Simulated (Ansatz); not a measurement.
The starting structures come from a database of crystals and need not be the phases stable at ambient conditions.

Inside the gap of an insulator the Bloch states are evanescent, with a wavenumber k + iκ along the transport direction.

Data:

```xyz
10
Lattice="3.9623 0.0000 0.0000 0.0000 14.2954 0.0000 0.0000 -7.1477 2.8735" Properties=species:S:1:pos:R:3 pbc="T T T"
La     0.9906     9.6380     1.6434
La     2.9717     4.6575     1.6434
Mo     0.9906    -1.2521     1.9391
Mo     2.9717     1.2521     1.9391
N      2.9717     2.0192     0.3316
N      0.9906    12.2762     0.3316
N      2.9717    -0.8114     2.2991
N      0.9906     0.8114     2.2991
N      2.9717     9.8075     0.2290
N      0.9906     4.4879     0.2290
```

Space group of this cell: Ama2. The cell is taken as given; by PBEsol its mean pressure is -2.7 GPa.

Transport runs along the normal of the first two printed cell vectors.

No gap correction and no spin-orbit coupling; mid-gap values are interpolated between computed energies.

Problem. Estimate the band gap and the smallest decay constant κ at mid-gap that PBEsol (Ansatz, a first-principles code) returns for this system.

Solution. Gap 0.94 eV on a 8×10×10 mesh; κ = 0.232 1/Å, at the zone centre.
